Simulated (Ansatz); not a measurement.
A self-consistent single point of ZrHg (P1, 2 atoms in the cell) with Ansatz (a program for electronic structure).

Level of theory: PBEsol, default PAW files made with PBE (plane waves; Ansatz).

```
CELL_PARAMETERS angstrom
      3.14700     0.00000     0.00000
      0.00000     3.14700     0.00000
      0.00000     0.00000     4.17000
ATOMIC_POSITIONS crystal
  Hg 0.00459 0.00190 0.00424
  Zr 0.49541 0.49810 0.49576
```

Reference input (self-consistent single point, DFT, PBEsol, plane waves, default PAW files made with PBE): kpoints.mp_grid.grid = 8 8 7; hamiltonian.xc = pbesol; hamiltonian.pseudopotentials = {kind: paw} (the program's default PAW files); scf.occupations.method = fermi_dirac; scf.occupations.width = 0.05 eV. This run's input differs from it in these lines:

Ansatz 0.2 input:
```diff
@@ -10,3 +10,3 @@
 kpoints:
-  mp_grid: { grid: [8, 8, 7] }
+  mp_grid: { grid: [16, 16, 13] }
 hamiltonian:
```

The program printed (abridged):

```
SCF iter   1: F=—  HF=-17797.270826 eV  |F-HF|=—  |Δ(HF+E_count)|=         —  Δρ=5.02e-3  dr2=8.08e-3  ethr=1.77e-3  ⟨swp⟩=4.2  Hψ=127977  notcnv=0
all-band conjugate gradients solve this SCF's bands
preconditioner: auto → Kerker (q_TF=auto, 2.615 Å⁻¹)
SCF iter   2: F=—  HF=-17797.269781 eV  |F-HF|=—  |Δ(HF+E_count)|=   1.04e-3  Δρ=2.55e-3  dr2=2.13e-3  ethr=2.53e-5  ⟨swp⟩=2.9  Hψ=59716  notcnv=0
SCF iter   3: F=—  HF=-17797.269213 eV  |F-HF|=—  |Δ(HF+E_count)|=   5.68e-4  Δρ=4.61e-4  dr2=7.49e-5  ethr=6.66e-6  ⟨swp⟩=2.4  Hψ=46680  notcnv=0
SCF iter   4: F=—  HF=-17797.269206 eV  |F-HF|=—  |Δ(HF+E_count)|=   6.97e-6  Δρ=1.17e-4  dr2=5.81e-6  ethr=2.34e-7  ⟨swp⟩=2.1  Hψ=37945  notcnv=0
SCF iter   5: F=—  HF=-17797.269205 eV  |F-HF|=—  |Δ(HF+E_count)|=   7.77e-7  Δρ=2.14e-5  dr2=2.63e-7  ethr=1.82e-8  ⟨swp⟩=2.6  Hψ=49047  notcnv=0
SCF iter   6: F=-17797.269205 eV  HF=-17797.269205 eV  |F-HF|=4.50e-9  |Δ(HF+E_count)|=   5.89e-8  Δρ=3.93e-6  dr2=9.87e-9  ethr=3.13e-10  ⟨swp⟩=4.1  Hψ=114496  notcnv=0
SCF 1 converged in 6 iterations: F = -17797.269205 eV  dr2 = 9.87e-9
Free energy (F): -17797.269205 eV
Internal energy: -17797.251683 eV  (E = F + TS)
E sigma→0 (E₀):  -17797.260444 eV
Entropy (-TS):   -0.017522 eV (-8.761 meV/atom)
Fermi energy:    16.792703 eV
--- Forces (eV/Å), atoms counted from 1 ---
  atom   1  Hg    -0.08737283    -0.03615858    -0.17339357
  atom   2  Zr     0.08737205     0.03615825     0.17339096
--- Stress (GPa, compression-positive) ---
       -0.969771       0.011029       0.074458
        0.011029      -0.962658       0.030838
        0.074458       0.030838       0.134600
  P = ⅓ Tr σ = -0.5993 GPa (-5.993 kbar)
  The stress holds the Pulay correction. Without it, at fixed plane waves, as pw.x and ABINIT print it: P = -0.6335 GPa
```

The run converged in 6 iterations. Against the reference run the free energy goes up by 3.4 meV/atom, the pressure stays near -0.60 GPa while the zz stress (positive for compression) goes from 0.65 to 0.13 GPa and the largest force moves little (0.197 to 0.198 eV/Å).

The starting cell comes from a database of published, mostly measured structures (it also holds non-ambient and calculated ones), without a prior relaxation at this level. Its atoms were displaced at random from the sites of space group no. 123. Ansatz's pressure includes its estimate of the finite-basis (Pulay) stress.

Cost on one core of a shared machine: roughly 2 min.
